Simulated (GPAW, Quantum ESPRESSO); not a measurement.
A GPAW input for a self-consistent single point of ZrAlCo4 (F-43m, 6 atoms in the cell) (DFT PBEsol, plane waves, GPAW PAW datasets PBEsol (made by gpaw-setup)):

```python
from ase import Atoms
from ase.units import GPa
from gpaw import GPAW, PW

atoms = Atoms(['Zr', 'Al', 'Co', 'Co', 'Co', 'Co'],
              cell=[[0.000000, 3.378605, 3.378605],
                    [3.378605, 0.000000, 3.378605],
                    [3.378605, 3.378605, 0.000000]],
              positions=[[0.000000, 0.000000, 0.000000],
                         [5.067907, 5.067907, 5.067907],
                         [2.545373, 2.545373, 2.545373],
                         [2.545373, 4.211837, 4.211837],
                         [4.211837, 4.211837, 2.545373],
                         [4.211837, 2.545373, 4.211837]],
              pbc=True)

atoms.set_initial_magnetic_moments([0.0, 0.0, 3.0, 3.0, 3.0, 3.0])

calc = GPAW(spinpol=True,
            mode=PW(850),
            xc='PBEsol',
            kpts=(7, 7, 7),
            occupations={'name': 'methfessel-paxton', 'width': 0.05, 'order': 0},
            nbands=-10,
            symmetry={'symmorphic': False, 'tolerance': 0.0005},
            maxiter=100)

atoms.calc = calc

energy = atoms.get_potential_energy()
print('Energy (eV):', round(energy, 6))
forces = atoms.get_forces()
print('Forces (eV/Ang):')
print(forces.round(5))
stress = atoms.get_stress()
print('Stress (GPa, Voigt):', (stress / GPa).round(4))
```

Problem. Translate this input to Quantum ESPRESSO.

Solution. This is the input that was run; spellings and numerical settings could be chosen otherwise.

```fortran
&control
   calculation = 'scf'
   prefix = 'scf'
   outdir = './work'
   pseudo_dir = './'
   verbosity = 'high'
   tprnfor = .true.
   tstress = .true.
/
&system
   ibrav = 0
   nat = 6
   ntyp = 3
   ecutwfc = 55
   ecutrho = 330
   occupations = 'smearing'
   smearing = 'gauss'
   degauss = 0.0036749
   nspin = 2
   starting_magnetization(3) = 0.333
   input_dft = 'pbesol'
/
&electrons
   conv_thr = 1.0d-10
   mixing_beta = 0.4
/
ATOMIC_SPECIES
Zr    91.2240  Zr.pbe-spn-rrkjus_psl.1.0.0.UPF
Al    26.9815  Al.pbe-n-rrkjus_psl.1.0.0.UPF
Co    58.9332  Co.pbe-n-rrkjus_psl.1.0.0.UPF
ATOMIC_POSITIONS crystal
Zr    0.0000000000    0.0000000000    0.0000000000
Al    0.7500000000    0.7500000000    0.7500000000
Co    0.3766900000    0.3766900000    0.3766900000
Co    0.8699300000    0.3766900000    0.3766900000
Co    0.3766900000    0.3766900000    0.8699300000
Co    0.3766900000    0.8699300000    0.3766900000
K_POINTS automatic
7 7 7  0 0 0
CELL_PARAMETERS angstrom
   0.0000000000     3.3786050000     3.3786050000
   3.3786050000     0.0000000000     3.3786050000
   3.3786050000     3.3786050000     0.0000000000
```

Basis, cutoffs, solver keys and any potentials are the target program's own. This input uses DFT, PBEsol, plane waves, PSlibrary ultrasoft (PBE) pseudopotentials.

The starting cell comes from a database of computed structures (which also holds hypothetical and non-ambient phases and stackings), without a prior relaxation at this level.
